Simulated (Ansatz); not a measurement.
Base system: CeO2 in the fluorite structure (space group Fm-3m, No. 225; a = 5.438 Å). Axes: x, y, z lie along the cube axes.

All numbers come from r2SCAN (Ansatz, a first-principles code, PAW, scalar-relativistic without spin-orbit coupling), earlier PAW set.

Free-standing slabs (3 atom(s) a layer) normal to [111] with 15 Å of vacuum; in-plane cell held at bulk.

One change was made to it. Results:

```csv
quantity,base,after
band gap,2.16 eV,2.06 eV
smallest direct gap,2.26 eV,2.13 eV
gap character,–,"indirect, K–Γ (36 % along) → Γ"
```

**Question.** What was done to the base?
A. 5 layers
B. 6 layers
C. 3 layers
D. 1 layer
E. 4 layers

**Answer.** D, 1 layer. For comparison, the band gap in the other runs: 4 layers gives 2.12 eV; 5 layers gives 2.12 eV; 6 layers gives 2.12 eV; 3 layers gives 2.12 eV.

Whether these cells are dynamically stable was not tested. Starting moments died away, wholly or in part, for the base; another magnetic solution may exist. The final runs are not spin-polarised. Labels are those of the standard path for the cell's own space group.
